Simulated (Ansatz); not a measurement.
Start from ZnO in the wurtzite structure (space group P6_3mc, No. 186; a = 3.230 Å, c = 5.214 Å). Axes: x lies along a and z along c of the hexagonal cell.

Computed with plane-wave PAW DFT at the PBEsol level (Ansatz, a quantum-chemistry and plane-wave program, 420 eV), without spin-orbit coupling.

Before the change:

```
Item                                 Result
---------------------  --------------------
Valence-band top at Γ  0.00, 0.00, -0.10 eV
Band gap                            0.70 eV
```

Modification: the cell is compressed by 3.00 % along x with no lateral relaxation, atoms relaxed at fixed cell.

**Question.** Estimate the effect on the valence-band top at Γ, energy relative to the base, largest internal atomic displacement and band gap.

**Answer.** The valence-band top at Γ (three highest levels, from the VBM) changes from 0.00, 0.00, -0.10 eV to 0.00, -0.07, -0.14 eV; the energy increases by 6.8 meV/atom; the largest internal atomic displacement comes out as 0.020 Å; the band gap falls by 0.01 eV to 0.69 eV.

The cells carry an imposed strain or load. Stability against distortions was not tested.
